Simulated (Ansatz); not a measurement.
Consider this model of amorphous Zr₂₀O₄₃La₂.

```xyz
65
Lattice="9.4866 0.0000 0.0000 0.0000 9.4866 0.0000 0.0000 0.0000 9.4866" Properties=species:S:1:pos:R:3 pbc="T T T"
Zr     7.5271     4.0900     4.5241
Zr     7.9991     1.2832     0.0701
Zr     6.0107     6.9017     5.5336
Zr     8.7700     0.2384     6.2831
Zr     5.2256     9.3534     7.4948
Zr     4.8070     1.1664     1.2418
Zr     1.3703     5.0199     4.4990
Zr     2.8121     1.9597     6.3560
Zr     8.7304     7.7625     8.8943
Zr     2.0781     6.4102     1.2429
Zr     8.0092     7.6935     2.8934
Zr     4.6678     4.4676     3.0435
Zr     2.9774     3.6250     9.3463
Zr     2.0808     7.7107     6.4279
Zr     5.2972     6.7856     0.1345
Zr     6.1435     3.6429     7.8372
Zr     3.8069     7.9721     3.5061
Zr     1.7218     0.0085     0.0096
Zr     6.1143     0.9117     4.2568
Zr     0.3621     4.4934     7.6153
O      7.4110     9.1555     8.1873
O      9.1109     2.3431     1.3145
O      1.9685     7.1771     4.4469
O      8.6100     5.8346     8.4555
O      2.3594     8.4197     1.8003
O      6.7187     9.1267     5.8731
O      7.8921     2.0036     4.9644
O      1.6738     2.9148     7.7655
O      1.2108     4.6540     0.1781
O      2.3321     3.2487     4.8356
O      5.9315     1.6512     8.8521
O      8.6679     9.2408     3.9474
O      4.7494     8.8765     0.0869
O      4.7770     1.3101     6.0147
O      1.4224     7.5311     8.8773
O      3.5248     5.6592     9.3444
O      4.0685     8.1871     5.6800
O      9.1885     9.1220     0.9735
O      4.1232     3.2633     7.7069
O      8.1221     3.0627     8.3230
O      7.1812     7.2607     0.9169
O      4.2247     0.5281     3.1571
O      4.3047     6.6623     1.9927
O      4.4786     3.2571     1.3599
O      1.2401     0.7598     5.5644
O      2.7315     1.6212     0.6555
O      7.7743     6.4451     4.4999
O      5.5983     2.9952     4.0886
O      5.9799     8.1935     3.6486
O      4.5890     5.9678     4.4770
O      0.0917     6.5359     2.0221
O      6.6650     1.0545     2.0346
O      0.1715     0.6733     8.2268
O      5.5741     7.2552     7.5887
O      2.9291     0.0389     7.6501
O      2.5119     4.9553     2.7271
O      6.1517     4.9061     9.2744
O      1.8126     5.6923     6.5903
O      9.3277     4.0075     3.3801
O      6.6533     4.8708     2.7518
O      9.2101     4.3924     5.7691
O      6.4614     4.8129     6.1880
O      9.4789     7.9401     6.6622
La     0.4826     1.6638     3.3355
La     8.3576     4.6211     1.1364
```

The numbers are results of PBE, scalar-relativistic without spin-orbit coupling (plane waves to 420 eV, PAW; Ansatz, a first-principles code), not measurements.

The cell was made by melting and quenching with the CHGNet potential and then relaxed with DFT. O atoms were pushed apart under 1.9 Å during the dynamics, to hinder bonds among them. The hot cell started wider than the set density and was brought back towards it in steps. It is the lowest in DFT energy of 2 quenches. It is a model cell: composition and starting density were chosen by hand, and all elements were melted together. No dispersion term was used. Its density started from a set value of 5.43 and ended at 5.43 g/cm³. The simulated quench (nominally 380 K/ps over its main leg) is rapid and tends to freeze in more defects than a deposited or slowly cooled glass has. Values belong to this one cell and scatter from quench to quench. The volume was held where the preparation left it, at a PBE pressure of -2.4 GPa (tension). Stress components on the final sampling reach 3.4 GPa.

Bonds are counted up to Zr-Zr 3.41 Å, Zr-O 2.88 Å, Zr-La 3.69 Å, O-O 1.58 Å, O-La 3.00 Å, La-La 3.96 Å. Two cations that share two anions don't count as bonded, nor two that share one unless they lie closer than Zr-Zr 3.32 Å, Zr-La 3.58 Å, La-La 3.85 Å.

Give the coordination numbers, mean bond lengths and angles.


* **Mean coordination of Zr by anions**: 6.55 (1 with 5, 9 with 6, 8 with 7, 2 with 8)
* **Mean coordination of O**: 3.40 (26 with 3, 17 with 4)
* **Mean coordination of La by anions**: 7.50 (1 with 6, 1 with 9)
* **Mean Zr-O bond**: 2.190 Å (spread 0.151 Å, 131 counted)
* **Mean O-La bond**: 2.547 Å (spread 0.176 Å, 15 counted)
* **Bond angle at Zr**: mean 102.1°, spread 29.7°
* **Bond angle at O**: mean 111.1°, spread 17.5°
* **Bond angle at La**: mean 97.9°, spread 32.2°

List the pairs of like atoms that count as bonded by the rules above.

There are none by these rules.
